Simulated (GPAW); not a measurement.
Worked example: self-consistent single point of Ni3Al (Pm-3m, 4 atoms in the cell) in GPAW.

Method: LDA (Perdew-Wang 92), GPAW PAW datasets LDA (gpaw-data 1.0.1) (plane waves; GPAW).

```xyz
4
Lattice="3.5700 0.0000 0.0000 0.0000 3.5700 0.0000 0.0000 0.0000 3.5700" Properties=species:S:1:pos:R:3 pbc="T T T"
Al     0.0000     0.0000     0.0000
Ni     0.0000     1.7850     1.7850
Ni     1.7850     0.0000     1.7850
Ni     1.7850     1.7850     0.0000
```
Moments meant for the start (each program seeds them in its own way; μB, in the order of the atoms Al Ni Ni Ni): 0.0 0.5 0.5 0.5.

Reference input (self-consistent single point, DFT PBE, plane waves, GPAW PAW datasets PBE (gpaw-data 1.0.1)): spinpol = true; mode = pw; ecut = 800 eV; xc = PBE; kpts = 7 7 7; mesh shift (steps) = 0 0 0; occupations.name = methfessel-paxton; occupations.width = 0.136 eV; occupations.order = 0; nbands = -10; convergence.forces = 0.001 eV/Å; symmetry.symmorphic = false. This run's input differs from it in these lines:

```diff
@@ -18,3 +18,3 @@
             mode=PW(800),
-            xc='PBE',
+            xc='LDA',
             kpts=(7, 7, 7),
```

Its files differ too (potentials: GPAW PAW datasets LDA (gpaw-data 1.0.1)).

Output (repeated stretches shortened):

```
     iter     time        total  log10-change:         magmom
                         energy   eigst   dens  force
iter:   1 --:--:--   -31.165339                          +1.5022
iter:   2 --:--:--   -31.215614   -0.21  -1.62           +0.9569
iter:   3 --:--:--   -31.148147   -0.80  -1.70           +0.6349
iter:   4 --:--:--   -31.338491   -1.29  -1.80           +0.6380
iter:   5 --:--:--   -31.304759   -2.19  -1.90           +0.6399
iter:   6 --:--:--   -31.236711   -2.37  -1.96           +0.6447
iter:   7 --:--:--   -31.240010   -2.96  -2.38           +0.6414
iter:   8 --:--:--   -31.238890c  -3.45  -2.92           +0.6229
   [... lines left out ...]
iter:  14 --:--:--   -31.237725c  -5.48  -4.40c          +0.5737
iter:  15 --:--:--   -31.237726c  -5.79  -4.33c          +0.5738
iter:  16 --:--:--   -31.237721c  -6.13  -4.73c          +0.5738
iter:  17 --:--:--   -31.237723c  -6.43  -4.58c          +0.5738
iter:  18 --:--:--   -31.237721c  -6.77  -5.00c          +0.5737
iter:  19 --:--:--   -31.237722c  -7.11  -5.24c          +0.5738
iter:  20 --:--:--   -31.237722c  -7.39  -5.64c          +0.5737
iter:  21 --:--:--   -31.237721c  -7.68c -5.70c          +0.5737
iter:  22 --:--:--   -31.237721c  -7.96c -5.83c -29.60c   +0.5737
Converged after 22 iterations.

Dipole moment: (-0.000000, -0.000000, -0.000000) |e|*Ang

Total magnetic moment: (0.000000, 0.000000, 0.573728)
Local magnetic moments:
   0 Al ( 0.000000,  0.000000, -0.008193)
   1 Ni ( 0.000000,  0.000000,  0.206827)
   2 Ni ( 0.000000,  0.000000,  0.206827)
   3 Ni ( 0.000000,  0.000000,  0.206827)

Energy contributions relative to reference atoms: (reference = -130480.208917)

Kinetic:        +15.117348
Potential:       -7.940099
External:        +0.000000
XC:             -38.583292
Entropy (-ST):   -0.039026
Local:           +0.187835
SIC:             +0.000000
--------------------------
Free energy:    -31.257234
Extrapolated:   -31.237721

Spin contamination: 0.050879 electrons
Showing only first 2 kpts
                      Up                     Down
   [... lines left out ...]
Fermi level: 8.05993
No gap
   [... lines left out ...]
Energy (eV): -31.237721

Forces in eV/Ang:
  0 Al    0.00000    0.00000    0.00000
  1 Ni   -0.00000    0.00000    0.00000
  2 Ni    0.00000    0.00000    0.00000
  3 Ni    0.00000    0.00000    0.00000

Stress tensor:
     0.082067     0.000000     0.000000
     0.000000     0.082067     0.000000
     0.000000     0.000000     0.082067
Stress (GPa, Voigt): [13.1486 13.1486 13.1486  0.      0.      0.    ]
```

The run converged in 22 iterations. GPAW prints stress with tension positive. Against the reference run the pressure goes from 0.75 to -13.15 GPa and the size of the net moment goes from 0.19 to 0.14 μB/atom.

The starting cell has typed, rounded lattice constants, without a prior relaxation at this level. The magnetic order is the one reached from the typed start; others were not searched systematically. With a pressure of about -13 GPa the cell is away from its equilibrium volume at this level.

Cost on one core of a shared machine: roughly 2 min.
